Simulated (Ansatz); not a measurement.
Consider BN (space group P6_3/mmc, No. 194; a = 2.501 Å, c = 6.526 Å; layered, stacked along the Cartesian z axis).

Calculations: r2SCAN+rVV10 in Ansatz (plane waves to 500 eV, PAW, scalar-relativistic without spin-orbit coupling).

Base values:

The gap between the host's bands is 4.73 eV and the gap character comes out as indirect, k = (0.296, 0.296, 0) in the run's primitive reciprocal basis → M.

The change: 0.177 electrons added to each cell, a density of 5.0×10^21 cm⁻³, with a uniform compensating background at fixed cell and a 300 K Fermi–Dirac width.

Problem. Estimate the effect on the gap between the host's bands.

Solution. The gap between the host's bands drops by 0.05 eV to 4.68 eV.

Problem. How does this affect the Fermi level from band edge?

Solution. The Fermi level relative to the doped band's edge (positive inside the band; to 0.05 eV) is +0.45 eV.

Problem. What happens to the gap character?

Solution. The gap character is still indirect, k = (0.296, 0.296, 0) in the run's primitive reciprocal basis → M.

Carriers are added with a uniform compensating background; total energy and stress of such cells depend on the potential's zero and are not compared; many-body gap narrowing is missing at this level. Stability against distortions was not tested.

Ansatz is a quantum-chemistry and plane-wave program.
